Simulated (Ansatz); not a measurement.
# Effect of isotropic strain +0.67 % on InP

Base system: InP in the zinc blende structure (space group F-43m, No. 216; a = 5.960 Å).

Modification: every lattice vector is stretched by 0.67 %; the atoms relax in the strained cell.

Level of theory: PBE (Ansatz, a program for electronic structure, PAW, without spin-orbit coupling). Settings: 10×10×10 k-points, 0.05 eV Fermi–Dirac smearing.

- Volume per atom = 26.99 Å³ (base 26.46 Å³)
- Space group = F-43m (No. 216) (base F-43m (No. 216))
- Energy relative to the base (free energy F) = +1.9 meV/atom
- Pressure = -1.14 GPa (base 0.00 GPa)
- Band gap = 0.33 eV (base 0.44 eV)
- Gap character = direct at Γ (base direct at Γ)
- Mean gap deformation potential ΔEg/Δln V = -5.5 eV
- Width of the top valence band = 2.61 eV (base 2.69 eV)
- Electron mass = 0.029 mₑ (at Γ) (base 0.037 mₑ (at Γ))
- Hole mass (degenerate bands, along [100]) = 0.029, 0.48, 0.48 mₑ (at Γ) (base 0.037, 0.46, 0.46 mₑ (at Γ))
- Valley order (the lowest conduction-band minima on the path, energy above the VBM, named in the base's zone) = Γ 0.33 eV; L along ⟨111⟩ 1.33 eV; X along ⟨100⟩ 1.88 eV (base Γ 0.44 eV; L along ⟨111⟩ 1.38 eV; X along ⟨100⟩ 1.85 eV)

Cost of the whole job for the changed cell (relaxation, final SCF and bands): very roughly 21 core-seconds.

Masses are band curvatures over ±0.01 Å⁻¹ around the edge. No phonon test of stability was made.
